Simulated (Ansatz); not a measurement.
# How far to go with the k-point mesh: NiAl (P4mm, 2 atoms in the cell)

```
CELL_PARAMETERS angstrom
      2.88133     0.00000     0.00000
      0.00000     2.88133     0.00000
      0.00000     0.00000     2.88133
ATOMIC_POSITIONS crystal
  Al 0.50000 0.50000 0.51735
  Ni 0.00000 0.00000 0.00000
```

Computed with LDA (PW92), PAW files made with PBE (plane waves; Ansatz, a first-principles code).

Base settings: basis.ecutwfc = 420 eV; kpoints.mp_grid.grid = 11 11 11; hamiltonian.xc = lda; hamiltonian.pseudopotentials = {kind: paw} (the program's default PAW files); scf.occupations.method = fermi_dirac; scf.occupations.width = 0.1 eV.

The second cell is the first with its lattice scaled by 0.98.

Only quantities that move along the ladder and can be compared are tabulated.

The count of work is k-points × plane waves × bands × iterations; it is no time. Core times come from one kind of shared machine, to one figure; runs under 30 s give none.

The starting cell has typed, rounded lattice constants, without a prior relaxation at this level. Its lattice was rescaled by up to half a per cent. One atom was moved a little off its site on purpose. Spin polarisation is off. In the base run, with a pressure of about -8 GPa the cell is away from its equilibrium volume at this level. Ansatz's pressure includes its estimate of the finite-basis (Pulay) stress.

| kpoints.mp_grid.grid | free energy less the last step's (meV/atom) | energy of the compressed cell less the first (meV/atom) | pressure (GPa) | largest difference of a force vector from the last step's (eV/Å) | count of work / last | core time / last (rough) |
|---|---|---|---|---|---|---|
| 2 2 2 | -12.92 | -0.38 | -5.46 | 0.076 | 0.0015 | – |
| 3 3 3 | 69.36 | -12.72 | -7.86 | 0.016 | 0.0015 | – |
| 4 4 4 | -21.70 | -20.02 | -9.39 | 0.008 | 0.0050 | – |
| 5 5 5 | 12.22 | -12.47 | -7.75 | 0.001 | 0.0044 | – |
| 6 6 6 | 12.29 | -13.95 | -8.06 | 0.001 | 0.0097 | – |
| 7 7 7 | -5.74 | -15.90 | -8.48 | 0.001 | 0.011 | – |
| 8 8 8 | 0.32 | -14.71 | -8.24 | 0.002 | 0.021 | – |
| 9 9 9 | 1.91 | -15.57 | -8.41 | 0.001 | 0.021 | – |
| 10 10 10 | -1.21 | -15.73 | -8.44 | 0.000 | 0.035 | – |
| 11 11 11 | 0.60 | -14.78 | -8.24 | 0.001 | 0.035 | – |
| 12 12 12 | 0.59 | -15.18 | -8.32 | 0.000 | 0.054 | – |
| 13 13 13 | -0.77 | -15.57 | -8.41 | 0.000 | 0.054 | – |
| 15 15 15 | 0.30 | -15.26 | -8.34 | 0.000 | 0.080 | – |
| 16 16 16 | -0.07 | -15.36 | -8.36 | 0.000 | 0.11 | – |
| 20 20 20 | 0.04 | -15.31 | -8.35 | 0.000 | 0.20 | – |
| 22 22 22 | -0.02 | -15.30 | -8.35 | 0.000 | 0.26 | – |
| 25 25 25 | 0.00 | -15.31 | -8.35 | 0.000 | 0.33 | – |
| 27 27 27 | 0.00 | -15.31 | -8.35 | 0.000 | 0.41 | – |
| 30 30 30 | 0.00 | -15.31 | -8.35 | 0.000 | 0.60 | 0.6 |
| 34 34 34 | 0.00 | -15.31 | -8.35 | 0.000 | 0.85 | 0.8 |
| 37 37 37 | 0.00 | -15.31 | -8.35 | 0.000 | 1.0 | 1 |

Coarsest kpoints.mp_grid.grid that holds the free energy within 1 meV/atom of the last step, with all finer ones: 11 11 11, at 0.035 of the last step's count of work; the step before is off by 1.2 meV/atom.

Coarsest kpoints.mp_grid.grid that holds the pressure within 0.2 GPa of the last step, with all finer ones: 7 7 7, at 0.011 of the last step's count of work; the step before is off by 0.29 GPa.

Coarsest kpoints.mp_grid.grid that holds the energy of the compressed cell less the first within 1 meV/atom of the last step, with all finer ones: 7 7 7, at 0.011 of the last step's count of work; the step before is off by 1.4 meV/atom.

The energy difference between the two cells stays within 1 meV/atom of the last step's from 7 7 7 on, the total only from 11 11 11 on: much of the error is common to both cells and cancels.

Two neighbours can agree and both be off: 5 5 5 and 6 6 6 differ by 0.07 meV/atom in the free energy, yet lie about 12 meV/atom from the last step.

Keys are those of Ansatz 0.2.
